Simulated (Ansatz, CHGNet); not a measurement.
Ladder of methods for the formation enthalpy of L1₀ (CuAu-type) CuAu

Reference value: -0.093 eV/atom (measured, 320 K, no zero-point or thermal correction; as tabulated in Nepal et al. (2019), arXiv:1905.09348).

```csv
level (code),value (eV/atom),difference (eV/atom)
CHGNet 0.3.0,-0.052,+0.041
PBE (Ansatz),-0.052,+0.041
PBE-D3(BJ) (Ansatz),-0.042,+0.051
r²SCAN (Ansatz),-0.054,+0.039
Hartree–Fock (Ansatz),-0.144,-0.051
```

The reference is too small against the doubts on it for a ranking.

The reference isn't brought to a static lattice, while the calculations are for one, so the differences are not the levels' errors alone.  Density-functional levels without +SOC have no spin–orbit coupling, which shifts binding energies of heavy elements. Hartree–Fock: the run has no spin polarisation, so it can have missed a magnetic state. Hartree–Fock: an element that serves as reference has a cell well above its measured volume. Each level is taken at its own relaxed cell. Ansatz's density-functional and Hartree–Fock values are scalar-relativistic unless marked +SOC, with PAW data made under PBE.

Machine-learned potentials (CHGNet 0.3.0) are trained on DFT data: a solid inside that data is no test of them.

Differences are worked out from the printed values.

Ansatz is a first-principles code.
